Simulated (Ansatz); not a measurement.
## Convergence series on HfN (P2_13, 8 atoms in the cell)

```
HfN
1.0
    4.69458     0.00000     0.00000
    0.00000     4.69458     0.00000
    0.00000     0.00000     4.69458
Hf N
4 4
Direct
  0.13652   0.13652   0.13652
  0.63652   0.36348   0.86348
  0.86348   0.63652   0.36348
  0.36348   0.86348   0.63652
  0.84240   0.84240   0.84240
  0.34240   0.65760   0.15760
  0.15760   0.34240   0.65760
  0.65760   0.15760   0.34240
```

Computed with PBE (plane waves, PAW; Ansatz, a first-principles code).

The starting cell was generated: these elements placed on a structure prototype, without a prior relaxation; it need not be a known phase or ordering of this composition. In the base run, with a pressure of about -11 GPa the cell is away from its equilibrium volume at this level. In the base run, forces exceed 1 eV/Å. Ansatz's pressure includes its estimate of the finite-basis (Pulay) stress.

Held fixed: kpoints.mp_grid.shift = 0.5 0.5 0.5; hamiltonian.xc = pbe; hamiltonian.pseudopotentials = {kind: paw} (the program's default PAW files); scf.occupations.method = methfessel_paxton; scf.occupations.width = 0.02 Ry.

ΔF is the free energy per atom less that of the last row (17 17 17).

The series runs over kpoints.mp_grid.grid = 1 1 1; 2 2 2; 3 3 3; 4 4 4; 5 5 5; 6 6 6; 7 7 7; 8 8 8; 9 9 9; 11 11 11; 14 14 14; 17 17 17.

From which setting on does the pressure stay within 0.05 GPa of the last one?

From kpoints.mp_grid.grid = 3 3 3 on; the one before it is off by 1.1 GPa. The value it settles on is -10.89 GPa at this level of theory and with the other settings as held.

```
kpoints.mp_grid.grid  ΔF (meV/atom)  pressure (GPa)  largest force (eV/Å)  k-points  iterations
--------------------  -------------  --------------  --------------------  --------  ----------
1 1 1                         276.6           -8.99                 3.579         1           8
2 2 2                          -6.9          -11.98                 0.983         1           8
3 3 3                         -16.4          -10.87                 1.362         4           7
4 4 4                           6.8          -10.85                 1.203         4           7
5 5 5                          -2.6          -10.92                 1.306        11           8
6 6 6                          1.00          -10.86                 1.279        11           8
7 7 7                         -0.08          -10.90                 1.278        24           8
8 8 8                          0.03          -10.87                 1.294        24           8
9 9 9                          0.04          -10.89                 1.281        45           8
11 11 11                       0.10          -10.88                 1.284        76           8
14 14 14                      -0.02          -10.89                 1.286       119           8
17 17 17                       0.00          -10.89                 1.286       249           8
```

Keys are those of Ansatz 0.2.
